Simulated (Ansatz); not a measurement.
## rock-salt TiC (0 0 1) on zinc-blende CuI (0 0 1) (film strained to the substrate, started from cuts of the bulks and a machine-learned relaxation; slabs Cu5I6 and C12Ti12, which can lie off the formulas)

A periodic stack without vacuum, rock-salt TiC (0 0 1) on zinc-blende CuI (0 0 1) (film strained to the substrate, started from cuts of the bulks and a machine-learned relaxation; slabs Cu5I6 and C12Ti12, which can lie off the formulas): substrate slab Cu5I6, film C12Ti12, surface cells [[1, 0], [1, 1]] and [[0, -1], [2, 1]], film strained by -0.8 and -0.8 %, outermost planes I/I and CTi/CTi as cut, which need not be the usual terminations and can put a slab off its formula.

The start was prepared with a machine-learned potential, and the result is one local minimum, with the in-plane cell held and forces under 0.04 eV/Å; the film can end far from its bulk form.

Level of theory: PBE (plane waves to 420 eV, PAW; Ansatz, an electronic-structure program). Scalar-relativistic, without spin–orbit coupling; the runs are not spin-polarised; PBE gaps are too small against experiment. Its k-point mesh 7×7×1, Fermi–Dirac width 0.05 eV.

```
Property                                                                                   Value
-------------------------------------------------------------------------------  ---------------
interface area                                                                           18.5 Å²
period                                                                                   32.11 Å
heights between the nearest atoms of the two slabs at the two interfaces         3.05 and 3.05 Å
I–Ti contacts across the interfaces within 1.22 times the sum of covalent radii   2, mean 3.09 Å
```

```
CELL_PARAMETERS angstrom
      4.29894     0.00041    -0.04862
      0.00040     4.29860     0.07241
      0.35948     1.60649    32.14371
ATOMIC_POSITIONS crystal
  Cu 0.00631 0.95037 0.18915
  Cu 0.50664 0.49723 0.09310
  Cu 0.00687 0.85515 0.37965
  Cu 0.50623 0.40333 0.28440
  Cu 0.50796 0.30677 0.47574
  I  0.00697 0.47331 0.14288
  I  0.50967 0.01877 0.04948
  I  0.00657 0.37915 0.33157
  I  0.50648 0.92660 0.23722
  I  0.00805 0.28263 0.51934
  I  0.50714 0.83108 0.42592
  C  0.51070 0.70056 0.68259
  C  0.01059 0.20062 0.68275
  C  0.01042 0.73482 0.61489
  C  0.51020 0.23485 0.61432
  C  0.51102 0.63235 0.81846
  C  0.01099 0.13237 0.81849
  C  0.01091 0.66640 0.75047
  C  0.51086 0.16641 0.75033
  C  0.51130 0.56442 0.95447
  C  0.01098 0.06430 0.95405
  C  0.01117 0.59822 0.88629
  C  0.51115 0.09832 0.88612
  Ti 0.01073 0.70022 0.68331
  Ti 0.51074 0.20015 0.68339
  Ti 0.51046 0.73312 0.61780
  Ti 0.01047 0.23428 0.61560
  Ti 0.01117 0.63255 0.81799
  Ti 0.51118 0.13231 0.81839
  Ti 0.51099 0.66621 0.75085
  Ti 0.01100 0.16641 0.75048
  Ti 0.01120 0.56593 0.95107
  Ti 0.51124 0.06481 0.95327
  Ti 0.51123 0.59862 0.88552
  Ti 0.01127 0.09866 0.88551
```
